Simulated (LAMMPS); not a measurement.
LAMMPS 22 Jul 2025, classical MD, MEAM (library.meam): Si, 10648 atoms.

```
Item                                                                                          Result
-----------------------------------------------  ---------------------------------------------------
task                                                                                         MD, nve
potential                                                                         MEAM, library.meam
copies of the repeat unit                                                                   11×11×11
shape (slab and sphere leave vacuum in the box)                                                 bulk
steps                                                                                           2000
timestep                                                                                        1 fs
thermo                                                                                            50
newton                                                                                  on (default)
atom_modify sort (bins of 2 Å where set)                                              1000 (default)
comm_style                                                                           brick (default)
box                                                                             59.7 × 59.7 × 59.7 Å
start                                            generated diamond lattice, warmed in an untimed run
```

All runs start from one configuration, warmed at this fixed volume for 1000 steps under a thermostat at 900 K. The run at a skin of 2 Å has a mean temperature of 902 K and a mean pressure of 2.8 GPa.

Each setting ran once; only counts and results are compared.

With neigh_modify every 1 delay 0 check yes, skins of 0.1, 0.3, 0.5, 1, 1.5, 2, 3 Å were run. Further schedules:
- skin 0.3 Å, every 1 delay 10 check yes
- skin 0.3 Å, every 100 delay 0 check no
- skin 2 Å, every 10 delay 0 check yes
- skin 1 Å, every 10 delay 0 check yes
- skin 1 Å, every 100 delay 0 check no
- skin 0.3 Å, every 10 delay 0 check yes
- skin 1 Å, every 20 delay 0 check no

A schedule rebuilds too seldom if it shows a dangerous build, rebuilds less often than the check at every step does at that skin, or fails.

How often does the distance check rebuild the lists at each skin, and which schedules rebuild too seldom?

With the check at every step the rebuilds are 756 at 0.1 Å, 294 at 0.3 Å, 176 at 0.5 Å, 72 at 1 Å, 32 at 1.5 Å, 0 at 2 Å, 0 at 3 Å. Too seldom: skin 0.3 Å, every 1 delay 10 check yes; skin 0.3 Å, every 100 delay 0 check no; skin 1 Å, every 10 delay 0 check yes; skin 1 Å, every 100 delay 0 check no; skin 0.3 Å, every 10 delay 0 check yes.

```csv
setting,rebuilds,dangerous builds,list entries an atom,change of the total energy (meV/atom)
"skin 0.1 Å, every 1 delay 0 check yes",756,—,15.8,+0.0017
"skin 0.3 Å, every 1 delay 0 check yes",294,—,16.7,+0.0017
"skin 0.5 Å, every 1 delay 0 check yes",176,—,21.7,+0.0017
"skin 1 Å, every 1 delay 0 check yes",72,—,28.0,+0.0017
"skin 1.5 Å, every 1 delay 0 check yes",32,—,32.1,+0.0017
"skin 2 Å, every 1 delay 0 check yes",0,—,42.8,+0.0017
"skin 3 Å, every 1 delay 0 check yes",0,—,75.3,+0.0017
"skin 0.3 Å, every 1 delay 10 check yes",200,200,16.7,+0.0017
"skin 0.3 Å, every 100 delay 0 check no",20,not counted,16.7,+0.0017
"skin 2 Å, every 10 delay 0 check yes",0,0,42.8,+0.0017
"skin 1 Å, every 10 delay 0 check yes",62,0,28.0,+0.0017
"skin 1 Å, every 100 delay 0 check no",20,not counted,28.0,+0.0017
"skin 0.3 Å, every 10 delay 0 check yes",200,200,16.7,+0.0017
"skin 1 Å, every 20 delay 0 check no",100,not counted,28.0,+0.0017
```

Where the energy changes as in the checked runs, the late rebuilds cost nothing that shows in this run. List entries are as LAMMPS prints them (Ave neighs/atom).
